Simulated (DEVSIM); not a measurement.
System: Pt/SiON/n-Si capacitor, at 300 K.

Layer 1 from the left is SiON, thickness (nm) 18.0. Layer 2 from the left is Si, thickness (nm) 6700, Nd (cm⁻³) 7.3e15.

Metal gate on the left, work function 5.6 eV. Fixed charge at the semiconductor interface 1.7e11 cm⁻² (in units of +e); no interface traps.

This is a model device: material constants are rounded textbook-type values typed into the input, and sizes, dopings and lifetimes were drawn at random. Values at 300 K.

SiON: gap (eV) 7, affinity (eV) 1.4, permittivity 5.5. Si: gap (eV) 1.124, affinity (eV) 4.05, permittivity 11.7, Nc (cm⁻³) 2.86e19, Nv (cm⁻³) 3.1e19.

DEVSIM, 1D Poisson equation in equilibrium, Boltzmann statistics, complete ionisation; no quantum confinement or tunnelling. Metal contacts follow the ideal Schottky-Mott rule: no Fermi-level pinning, no interface dipoles.

**Question.** What does the simulation give for the threshold voltage (band bending 2φF), the minimum of the low-frequency capacitance, the flat-band voltage?

**Answer.** threshold voltage (band bending 2φF) 0.39 V; minimum of the low-frequency capacitance 0.0297 μF/cm²; flat-band voltage 1.24 V.
